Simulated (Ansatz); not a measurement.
The parent structure is SnSe$_{2}$ in the CdI2 type structure (space group P-3m1, No. 164; a = 3.8258 Å, c = 6.2309 Å; layered, stacked along the Cartesian z axis).

Level of theory: Kohn–Sham DFT with the r2SCAN+rVV10 functional, run in Ansatz (an electronic-structure program) with PAW and 500 eV plane waves, spin-orbit coupling left out.

One change was made to it. Results:

| quantity | base | after |
|---|---|---|
| density | 5.82 g/cm³ | 6.88 g/cm³ |
| band gap | 0.94 eV | 0.24 eV |
| shortest interatomic distance | 2.713 Å | 2.657 Å |

Question: What was done to the base?
A) pressure 0.9 GPa
B) pressure −1 GPa
C) pressure 9 GPa
D) pressure 30 GPa
E) pressure 4.5 GPa

Answer: C, pressure 9 GPa. For comparison, the band gap in the other runs: pressure 30 GPa gives zero; pressure 4.5 GPa gives 0.49 eV; pressure 0.9 GPa gives 0.83 eV; pressure −1 GPa gives 1.00 eV.

The mesh was chosen for an insulator and is coarse for the gapless case. Load acts through the strain it causes; cell and atoms are relaxed under it. Whether these cells are dynamically stable was not tested. No other phases were tried under pressure. All final runs are without spin polarisation. A zero or small gap of SnSe2 under pressure 9 GPa can be the functional's error rather than a property of the material.
